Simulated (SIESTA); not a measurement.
# SIESTA run on SnP3 (R-3m, 8 atoms in the cell): self-consistent single point

Computed with SIESTA 5.4.2 with GGA PBEsol, numerical atomic orbitals DZP, PseudoDojo PBEsol standard norm-conserving potentials (rewritten from UPF to PSML).

The input file:

```
# files in the folder: Sn.psml P.psml (PseudoDojo PBEsol standard)
SystemName  SnP3
SystemLabel SnP3

NumberOfAtoms                8
NumberOfSpecies              2
%block ChemicalSpeciesLabel
  1 50 Sn
  2 15 P
%endblock ChemicalSpeciesLabel
LatticeConstant              1.0 Bohr
%block LatticeVectors
     7.142488229    4.123716885    6.991298801
    -7.142488229    4.123716885    6.991298801
     0.000000000   -8.247435661    6.991298801
%endblock LatticeVectors
AtomicCoordinatesFormat      Ang
%block AtomicCoordinatesAndAtomicSpecies
     0.000000000   -0.000000746    8.279230423  1
    -0.000000000   -0.000000254    2.819677577  1
    -0.000000000   -2.356424574    4.227241090  2
     0.000000000    2.356423574    6.871666910  2
     2.040723207    1.178211716    4.227241090  2
    -2.040723207   -1.178212716    6.871666910  2
    -2.040723207    1.178211716    4.227241090  2
     2.040723207   -1.178212716    6.871666910  2
%endblock AtomicCoordinatesAndAtomicSpecies

XC.functional                GGA
XC.authors                   PBEsol
PAO.BasisSize                DZP
PAO.EnergyShift              0.01 Ry
MeshCutoff                   300 Ry
%block kgrid.MonkhorstPack
    4   0   0  0.0
    0   4   0  0.0
    0   0   4  0.0
%endblock kgrid.MonkhorstPack
OccupationFunction           MP
OccupationMPOrder            0
ElectronicTemperature        1160.45 K

MaxSCFIterations             150
SCF.Mixer.Method             Broyden
SCF.Mixer.Weight             0.2
SCF.Mixer.History            6
SCF.DM.Tolerance             1.0E-04
Diag.ParallelOverK           true
WriteForces                  true
Charge.Mulliken              end
```

Log, with long lists cut:

```
reinit: Reading from file input.fdf

reinit: System Name: SnP3
reinit: System Label: SnP3

coor:   Atomic-coordinates input format  =     Cartesian coordinates
coor:                                          (in Angstroms)

siesta: Atomic coordinates (Bohr) and species
siesta:      0.00000  -0.00000  15.64548  1        1
siesta:     -0.00000  -0.00000   5.32842  1        2
siesta:     -0.00000  -4.45300   7.98833  2        3
siesta:      0.00000   4.45300  12.98557  2        4
siesta:      3.85641   2.22650   7.98833  2        5
siesta:     -3.85641  -2.22650  12.98557  2        6
siesta:     -3.85641   2.22650   7.98833  2        7
siesta:      3.85641  -2.22650  12.98557  2        8

siesta: System type = bulk

initatomlists: Number of atoms, orbitals, and projectors:      8   114   172

siesta: ******************** Simulation parameters ****************************
redata: Spin configuration                          = none
redata: Time-Reversal Symmetry                      = T
redata: Number of Atomic Species                    =        2
redata: Mesh Cutoff                                 =   300.0000 Ry
redata: Net charge of the system                    =     0.0000 |e|
redata: Min. number of SCF Iter                     =        0
redata: Max. number of SCF Iter                     =      150
redata: SCF convergence failure will abort job
redata: SCF mix quantity                            = Hamiltonian
redata: Mix DM or H after convergence               =   F
redata: Recompute H after scf cycle                 =   F
redata: Mix DM in first SCF step                    =   T
redata: No kicks to SCF
redata: DM Mixing Weight for Kicks                  =     0.5000
redata: Require Harris convergence for SCF          =   F
redata: Harris energy tolerance for SCF             =     0.000100 eV
redata: Require DM convergence for SCF              =   T
   [... lines left out ...]
diag: Used triangular part                          = Lower
diag: Absolute tolerance                            =  0.100E-15
diag: Orthogonalization factor                      =  0.100E-05
diag: Memory factor                                 =  1.0000

superc: Internal auxiliary supercell:     3 x     3 x     3  =      27
superc: Number of atoms, orbitals, and projectors:    216   3078   4644

                        Single-point calculation

superc: Internal auxiliary supercell:     3 x     3 x     3  =      27
superc: Number of atoms, orbitals, and projectors:    216   3078   4644

outcell: Unit cell vectors (Ang):
        3.779642    2.182177    3.699636
       -3.779642    2.182177    3.699636
        0.000000   -4.364355    3.699636

outcell: Cell vector modules (Ang)   :    5.721442    5.721442    5.721442
outcell: Cell angles (23,13,12) (deg):     82.6928     82.6928     82.6928
outcell: Cell volume (Ang**3)        :    183.0842
new_DM -- step:     1
Initializing Density Matrix...

Attempting to read DM from file... Failed...
DM filled with atomic data:

InitMesh: MESH = 60 x 60 x 60 = 216000
InitMesh: Mesh cutoff (required, used) =   300.000   312.926 Ry

stepf: Methfessel-Paxton step function
       Using Hermite-Gauss polynomials of order  0
        iscf     Eharris(eV)        E_KS(eV)     FreeEng(eV)     dDmax    Ef(eV) dHmax(eV)
   scf:    1    -5411.904621    -5407.329495    -5407.339634  0.787709 -3.552838  4.301200
   scf:    2    -5408.067934    -5407.726198    -5407.737050  0.069223 -3.603936  2.732110
   scf:    3    -5408.052459    -5407.940332    -5407.952504  0.104830 -3.693893  0.407231
   scf:    4    -5407.962228    -5407.952779    -5407.964769  0.017231 -3.730270  0.094650
   scf:    5    -5407.955021    -5407.954072    -5407.965995  0.004186 -3.736096  0.015908
   scf:    6    -5407.954325    -5407.954229    -5407.966118  0.000826 -3.738932  0.006201
   scf:    7    -5407.954226    -5407.954232    -5407.966137  0.000335 -3.738089  0.001495
   scf:    8    -5407.954233    -5407.954232    -5407.966138  0.000050 -3.737994  0.000813
SCF Convergence by DM+H criterion
max |DM_out - DM_in|         :     0.0000500831
max |H_out - H_in|      (eV) :     0.0008125909
SCF cycle converged after 8 iterations

Using DM_out to compute the final energy and forces

siesta: E_KS(eV) =            -5407.9542

siesta: E_KS - E_eggbox =     -5407.9542

siesta: Atomic forces (eV/Ang):
     1   -0.000000    0.000000    0.035736
     2    0.000000   -0.000000   -0.035737
     3    0.000000   -0.142875   -0.000703
     4   -0.000000    0.142875    0.000703
     5    0.123734    0.071439   -0.000703
     6   -0.123734   -0.071439    0.000703
     7   -0.123734    0.071439   -0.000703
     8    0.123734   -0.071439    0.000703
   Tot   -0.000000   -0.000000   -0.000000
   Max    0.142875
   Res    0.072180    sqrt( Sum f_i^2 / 3N )
   Max    0.142875    constrained

Stress tensor Voigt[x,y,z,yz,xz,xy] (kbar):       54.97       54.97       46.76       -0.00       -0.00       -0.00
(Free)E + p*V (eV/cell)    -5413.9350
Target enthalpy (eV/cell)    -5407.9661

siesta: Program's energy decomposition (eV):
siesta: Ebs     =      -876.387611
siesta: Eions   =      5911.237337
siesta: Ena     =       995.113560
siesta: Ekin    =      2943.773066
siesta: Enl     =     -1943.791678
siesta: Eso     =         0.000000
siesta: Edftu   =         0.000000
siesta: DEna    =        22.213033
siesta: DUscf   =         1.106334
siesta: DUext   =         0.000000
siesta: Ex      =     -1402.794105
siesta: Ec      =      -112.337104
siesta: Exc     =     -1515.131210
siesta: Eharris =     -5407.954233
siesta: Etot    =     -5407.954232
siesta: FreeEng =     -5407.966138

siesta: Atomic forces (eV/Ang):
siesta:      1   -0.000000    0.000000    0.035736
siesta:      2    0.000000   -0.000000   -0.035737
siesta:      3    0.000000   -0.142875   -0.000703
siesta:      4   -0.000000    0.142875    0.000703
siesta:      5    0.123734    0.071439   -0.000703
siesta:      6   -0.123734   -0.071439    0.000703
siesta:      7   -0.123734    0.071439   -0.000703
siesta:      8    0.123734   -0.071439    0.000703
siesta: ----------------------------------------
   [... lines left out ...]
siesta: Cell volume =        183.084237 Ang**3
siesta:         -52.23375463        -58.71169527  kBar
   [... lines left out ...]

mulliken: Atomic and Orbital Populations:

Species: Sn
Atom  Qatom  Qorb
               5s      5s      5py     5pz     5px     5py     5pz     5px
               4dxy    4dyz    4dz2    4dxz    4dx2-y2 5dxy    5dyz    5dz2
               5dxz    5dx2-y2
   1 14.392   1.593   0.072   0.522   0.615   0.522   0.142   0.093   0.142
              2.001   2.000   2.005   2.000   2.001   0.116   0.179   0.095

              0.179   0.116
   2 14.392   1.593   0.072   0.522   0.615   0.522   0.142   0.093   0.142
              2.001   2.000   2.005   2.000   2.001   0.116   0.179   0.095

              0.179   0.116

Species: P
Atom  Qatom  Qorb
               3s      3s      3py     3pz     3px     3py     3pz     3px
               3Pdxy   3Pdyz   3Pdz2   3Pdxz   3Pdx2-y2
   3  4.869   1.414   0.183   0.808   0.911   0.646   0.210   0.170   0.237
              0.056   0.062   0.038   0.071   0.064
   4  4.869   1.414   0.183   0.808   0.911   0.646   0.210   0.170   0.237
   [... 9 lines left out ...]

mulliken: Qtot =       58.000

Mulliken Atomic Populations:
Atom #   charge [q] valence [e]  Species
     1    -0.391546   14.391546  Sn
     2    -0.391546   14.391546  Sn
     3     0.130515    4.869485  P
     4     0.130515    4.869485  P
     5     0.130515    4.869485  P
     6     0.130515    4.869485  P
     7     0.130515    4.869485  P
     8     0.130515    4.869485  P
 Total    -0.000000
```

The run converged in 8 iterations.

The starting cell comes from a database of computed structures (which also holds hypothetical and non-ambient phases and stackings), without a prior relaxation at this level. Its lattice was rescaled by a random factor within 2.5 % of one. Values carry the incompleteness of an atom-centred basis. With a pressure of about -5 GPa the cell is away from its equilibrium volume at this level. The run gives no clean gap (levels at the Fermi energy touch, overlap or are partly filled at this smearing), which alone does not show that the compound is a metal.

Cost on one core of a shared machine: roughly 40 s.
